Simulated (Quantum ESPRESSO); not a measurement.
A user runs Quantum ESPRESSO on ScPb₃ (P6_3/mmc, 8 atoms in the cell) and asks whether the run is sound. The aim is a self-consistent single point with DFT, PBEsol, plane waves, PseudoDojo standard norm-conserving (PBESOL) pseudopotentials.

Cell that was meant: a = 6.5755 Å, b = 6.5755 Å, c = 6.0302 Å, α = 90.00°, β = 90.00°, γ = 120.00°.

Part of the input:

```fortran
 ecutwfc = 80,
 occupations = 'smearing',
 smearing = 'gauss',
 degauss = 0.2,
/
&ELECTRONS
 conv_thr = 1.0e-11,
```

Output (repeated stretches shortened):

```
     Message from routine setup:
     using ibrav=0 with symmetry is DISCOURAGED, use correct ibrav instead
     G-vector sticks info
   [... lines left out ...]
        k(    3) = (   0.0000000   0.3849002   0.0000000), wk =   0.4444444
        k(    4) = (   0.0000000   0.3849002   0.3634709), wk =   0.8888889
        k(    5) = (   0.3333333   0.5773503   0.0000000), wk =   0.1481481
        k(    6) = (   0.3333333   0.5773503   0.3634709), wk =   0.2962963

     Dense  grid:   147131 G-vectors     FFT dimensions: (  72,  72,  72)

     Initial potential from superposition of free atoms

     starting charge     105.9835, renormalised to     106.0000
     Self-consistent Calculation

     iteration #  1     ecut=    80.00 Ry     beta= 0.40

     Threshold (ethr) on eigenvalues was too large:
     Diagonalizing with lowered threshold

     total energy              =   -1031.27670472 Ry
     estimated scf accuracy    <       0.38387846 Ry

     iteration #  2     ecut=    80.00 Ry     beta= 0.40

     total energy              =   -1031.39845292 Ry
     estimated scf accuracy    <       0.61014784 Ry

     iteration #  3     ecut=    80.00 Ry     beta= 0.40

     total energy              =   -1031.44568245 Ry
     estimated scf accuracy    <       0.02715113 Ry

   [... 17 blocks of this kind left out ...]

     iteration # 21     ecut=    80.00 Ry     beta= 0.40
     c_bands:  1 eigenvalues not converged

     total energy              =   -1031.45487149 Ry
     estimated scf accuracy    <          9.4E-11 Ry

     iteration # 22     ecut=    80.00 Ry     beta= 0.40
     End of self-consistent calculation

     the Fermi energy is    11.1965 ev

!    total energy              =   -1031.45487150 Ry
     estimated scf accuracy    <          7.4E-12 Ry
     smearing contrib. (-TS)   =      -1.39747191 Ry
     internal energy E=F+TS    =   -1030.05739959 Ry

     convergence has been achieved in  22 iterations

     Forces acting on atoms (cartesian axes, Ry/au):

     atom    1 type  1   force =     0.00000000    0.00000000   -0.00000000
     atom    2 type  1   force =     0.00000000    0.00000000    0.00000000
     atom    3 type  2   force =     0.00000000   -0.00443554   -0.00000000
     atom    4 type  2   force =     0.00000000    0.00443554    0.00000000
   [... lines left out ...]

     Total force =     0.010865     Total SCF correction =     0.000005

          total   stress  (Ry/bohr**3)                   (kbar)     P=       33.12
   0.00032134  -0.00000000   0.00000000           47.27       -0.00        0.00
  -0.00000000   0.00032134   0.00000000           -0.00       47.27        0.00
   0.00000000   0.00000000   0.00003272            0.00        0.00        4.81

   JOB DONE.
```

Task: Is anything amiss in this input, and did it matter?

Result: The run is not sound. The fault is a smearing width that is far too large. A width of many tenths of an electronvolt moves electrons far across the Fermi level or the gap, and the free energy and its derivatives carry a large smearing term. To fix it, use a width small against the gap or band features. The run converged in 22 iterations without an error; against the sound input the free energy goes down by 1.23 eV/atom, the pressure goes from -2.87 to 3.31 GPa and the largest force goes from 0.071 to 0.114 eV/Å. The full log also holds: “c_bands:  1 eigenvalues not converged” and “c_bands:  2 eigenvalues not converged”.

An input that runs soundly differs in these lines (not the only fix; some lines may just follow from the change or write a value another way):
```diff
- degauss = 0.2,
+ degauss = 0.0099958,
```

With that input, the run converged in 13 iterations: free energy E − TS -14023.7874 eV; Fermi level (on the code's own zero) 11.24 eV; pressure -2.87 GPa; largest force (vector length) 0.071 eV/Å (DFT, PBEsol, plane waves, PseudoDojo standard norm-conserving (PBESOL) pseudopotentials).

On the sound input: the starting cell comes from a database of computed structures (which also holds hypothetical and non-ambient phases and stackings), without a prior relaxation at this level. Spin-orbit coupling is off. Without a gap this mesh is coarse (it stands for a supercell whose shortest vector is 18 Å).
